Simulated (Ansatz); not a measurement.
Where the default PAW files enter, the runs use the earlier of Ansatz's two default sets.

Here is the system:

```
Ga2O3
1.0
    3.04757     0.00000     0.00000
    0.00000     5.81741     0.00000
    1.52378    -1.46094     5.96390
Ga O
4 6
Cartesian
  3.04757   2.98967   4.06929
  1.52378   1.36680   1.89461
  1.52378  -0.00280   4.88480
  3.04757   4.35928   1.07911
  1.52378   4.31400   0.04211
  3.04757   0.04247   5.92180
  1.52378   1.58650   3.89598
  3.04757   2.76998   2.06792
  3.04757   0.15432   1.96212
  1.52378   4.20215   4.00178
```

Space group of this cell: C2/m. The cell is taken as given; by r2SCAN its mean pressure is -1.5 GPa.

Calculation: r2SCAN (plane waves, PAW; Ansatz, a first-principles code).

The current runs along the normal of the first two printed vectors; no spin-orbit coupling. Scaled by the factor s: all lengths (ions clamped). Meshes 10×6×10 and 10×6 across the current in all rows.

```tsv
s	mean pressure (GPa)	slowest mid-gap decay constant κ (1/Å)
0.98	12.7	?
1.00	-1.5	0.244
1.02	-12.2	0.212
```

Problem. Take the slope of the slowest mid-gap decay constant κ against ln s from the two given rows, extrapolate to s = 0.98, and say what the run there gives.

Solution. Slope = (0.212 − 0.244) / ln 1.02 = -1.62 1/Å. The line gives 0.244 + (-1.62) × ln 0.98 = 0.277 1/Å. The run gives 0.277 1/Å, as the line does.
